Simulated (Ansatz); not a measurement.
Given:

```xyz
4
Lattice="4.4548 0.0000 0.0000 -2.2274 3.8580 0.0000 0.0000 0.0000 7.2496" Properties=species:S:1:pos:R:3 pbc="T T T"
Mg     0.0000     2.5720     7.2480
Mg     2.2274     1.2860     3.6232
Te     0.0000     2.5720     2.7275
Te     2.2274     1.2860     6.3523
```

No spin polarisation.

Method: plane-wave PAW DFT at the LDA level (Ansatz, a program for electronic structure, 420 eV), no spin-orbit coupling. k-mesh 9×9×5 (Γ-centred); smearing 0.05 eV (Fermi–Dirac).

Task: Predict the pressure and space group.

Result: 
* **Pressure (mean of the normal stresses, compression positive)**: 1.52 GPa
* **Space group**: P6_3mc (No. 186)

The cells carry an imposed strain or load. Whether these cells are dynamically stable was not tested. The cell was made from MgTe in the wurtzite structure (space group P6_3mc, No. 186) by this change: isotropic strain −1.20 %.
